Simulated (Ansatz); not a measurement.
# Convergence study of the plane-wave cutoff for MnS (P3m1, 4 atoms in the cell)

```
MnS
1.0
    3.97335     0.00000     0.00000
   -1.98667     3.44102     0.00000
    0.00000     0.00000     6.37424
Mn S
2 2
Cartesian
  0.00000   2.29402   6.41685
  1.98668   1.14701   3.17985
  1.98668   1.14701   0.80411
  0.00000   2.29402   3.99117
```
Moments meant for the start (each program seeds them in its own way; μB, in the order of the atoms Mn Mn S S): 4.0 4.0 0.0 0.0.

Method: LDA (PW92), default PAW files made with PBE (plane waves; Ansatz, a quantum-chemistry and plane-wave program).

Base settings: basis.ecutwfc = 420 eV; kpoints.mp_grid.grid = 7 7 3; hamiltonian.xc = lda; hamiltonian.pseudopotentials = {kind: paw} (the program's default PAW files); magnetization.spin_polarized = true; scf.occupations.method = fermi_dirac; scf.occupations.width = 0.1 eV.

The second cell is the first with its lattice scaled by 0.98.

The mesh stays at the base's, so the ladder's end is converged at best in this setting alone.

The first pressure column holds Ansatz's estimate of the finite-basis (Pulay) stress, which hides part of the cutoff error; the other is without it.

Only quantities that move along the ladder and can be compared are tabulated.

The magnetic state is not the same in all runs (site moments differ, or a search went on to a lower state), so steps between rows are not convergence errors alone.

The count of work is k-points × plane waves × bands × iterations; it is no time. Core times come from one kind of shared machine, to one figure; runs under 30 s give none.

The starting cell comes from a database of computed structures (which also holds hypothetical and non-ambient phases and stackings), without a prior relaxation at this level. Its lattice was rescaled by up to half a per cent. One atom was moved a little off its site on purpose. The magnetic order is the one reached from the typed start; others were not searched systematically. The program warned that a starting moment was not kept. In the base run, with a pressure of about -7 GPa the cell is away from its equilibrium volume at this level.

```csv
basis.ecutwfc,free energy less the last step's (meV/atom),energy of the compressed cell less the first (meV/atom),pressure (GPa),pressure without the Pulay estimate (GPa),largest difference of a force vector from the last step's (eV/Å),count of work / last,core time / last (rough)
145 eV,30548.26,321.95,3.85,-773.76,2.486,0.068,–
170 eV,12876.66,-37.18,-13.78,-383.12,0.249,0.072,–
190 eV,6501.47,-41.32,-6.61,-216.84,0.199,0.084,–
210 eV,3211.55,15.18,-5.59,-122.80,0.116,0.090,–
230 eV,1553.97,-27.46,-5.48,-70.36,0.049,0.11,–
250 eV,730.90,-36.73,-6.12,-41.01,0.039,0.13,–
295 eV,112.99,-47.03,-7.04,-14.38,0.013,0.16,–
335 eV,17.11,-49.06,-7.33,-8.66,0.003,0.19,–
380 eV,2.89,-49.57,-7.36,-7.50,0.000,0.23,–
420 eV,1.71,-49.61,-7.36,-7.38,0.000,0.27,–
460 eV,1.37,-49.60,-7.36,-7.38,0.000,0.30,–
505 eV,1.00,-49.60,-7.36,-7.38,0.000,0.38,0.6
565 eV,0.62,-49.59,-7.36,-7.38,0.000,0.42,0.6
630 eV,0.33,-49.59,-7.36,-7.37,0.000,0.49,0.5
735 eV,0.11,-49.59,-7.36,-7.37,0.000,0.62,0.8
840 eV,0.05,-49.59,-7.36,-7.36,0.000,0.75,1.0
1010 eV,0.00,-49.59,-7.36,-7.36,0.000,1.0,1
```

Coarsest basis.ecutwfc that holds the energy of the compressed cell less the first within 0.5 meV/atom of the last step, with all finer ones: 380 eV, at 0.23 of the last step's count of work; the step before is off by 0.54 meV/atom.

Coarsest basis.ecutwfc that holds the forces within 0.02 eV/Å of the last step, with all finer ones: 295 eV, at 0.16 of the last step's count of work; the step before is off by 0.039 eV/Å.

Coarsest basis.ecutwfc that holds the pressure without the Pulay estimate within 0.5 GPa of the last step, with all finer ones: 380 eV, at 0.23 of the last step's count of work; the step before is off by 1.3 GPa.

The energy difference between the two cells stays within 1 meV/atom of the last step's from 335 eV on, the total only from 565 eV on: much of the error is common to both cells and cancels.

At the lowest cutoff the pressure without the Pulay estimate lies 766 GPa under the last step's, the usual sign of Pulay stress in an incomplete plane-wave basis.

Keys are those of Ansatz 0.2.
